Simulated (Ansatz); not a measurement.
Some atoms of an NVE trajectory of composition SiGe3, cell Si16Ge48, first heated far above this temperature, then brought to it [in the run: it was liquid; mean temperature 1772 K (target 1690 K); density 4.37 g/cm³]; time step 2.0 fs, velocity Verlet. All values below come from PBE (plane waves, PAW; Ansatz, an electronic-structure program). On the run's last frame a denser k-mesh moved the forces by 0.095 eV/Å rms, the static pressure by 0.08 GPa and the free energy by 7 meV/atom, which is about how far such values are converged.

| atom | mass (u) | x y z (Å) | v (Å/fs) | F (eV/Å) |
|---|---|---|---|---|
| Si7 | 28.085 | 0.58531 -2.17547 7.78114 | -0.004113 -0.002671 -0.001760 | -1.0770 1.3315 -0.4849 |
| Ge19 | 72.630 | 4.20405 -4.98938 0.71062 | 0.004632 -0.001956 0.010710 | 0.3520 0.2107 0.3708 |
| Ge24 | 72.630 | 1.18645 4.79465 0.22586 | 0.004329 -0.001280 -0.006426 | -0.1482 -0.0476 -0.3430 |
| Ge39 | 72.630 | 8.51410 3.34631 1.60472 | 0.000901 0.003295 -0.004370 | 0.6154 -0.5965 0.0900 |
| Ge40 | 72.630 | 8.54924 0.54893 1.39521 | -0.002484 0.002213 0.003492 | -0.8382 -0.0264 1.0677 |
| Ge46 | 72.630 | 3.19534 3.67235 12.59194 | 0.000529 0.003520 -0.001171 | -0.5904 -0.2669 0.7820 |
| Ge50 | 72.630 | 5.15342 11.53638 3.38325 | -0.001220 -0.000416 0.002701 | -0.7778 -1.6140 0.4333 |
| Ge63 | 72.630 | 12.39887 1.48376 1.40206 | 0.001575 0.003129 -0.005594 | 0.3533 0.0416 0.2936 |

Task: Give their positions one step later.

Result: x' = x + vΔt + FΔt²/(2m), with 1 eV/(Å·u) = 0.0096485 Å/fs².
| atom | x' y' z' (Å) |
|---|---|
| Si7 | 0.57634 -2.17990 7.77728 |
| Ge19 | 4.21341 -4.99324 0.73214 |
| Ge24 | 1.19507 4.79207 0.21291 |
| Ge39 | 8.51606 3.35274 1.59600 |
| Ge40 | 8.54405 0.55335 1.40248 |
| Ge46 | 3.19624 3.67932 12.58981 |
| Ge50 | 5.15078 11.53512 3.38877 |
| Ge63 | 12.40212 1.49003 1.39095 |
